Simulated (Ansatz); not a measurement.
Start from TiSi2 (space group Fddd, No. 70; a = 4.779 Å, b = 8.230 Å, c = 8.521 Å).

Calculations: Ansatz (a quantum-chemistry and plane-wave program) r2SCAN, no SOC.

One change was made to it. Results:

```json
[
 {"quantity": "density", "base": "4.12 g/cm³", "after": "4.24 g/cm³"},
 {"quantity": "shortest interatomic distance", "base": "4.761 bohr", "after": "4.724 bohr"},
 {"quantity": "band gap", "base": "zero", "after": "zero"}
]
```

### Question
Which change produced these results?
(A) pressure 2.1 GPa
(B) pressure 30 GPa
(C) pressure 4.5 GPa
(D) pressure 9 GPa

### Answer
C, pressure 4.5 GPa. For comparison, the density in the other runs: pressure 9 GPa gives 4.35 g/cm³; pressure 30 GPa gives 4.78 g/cm³; pressure 2.1 GPa gives 4.18 g/cm³.

Load acts through the strain it causes; cell and atoms are relaxed under it. Stability against distortions was not tested. No other phases were tried under pressure. All final runs are without spin polarisation.
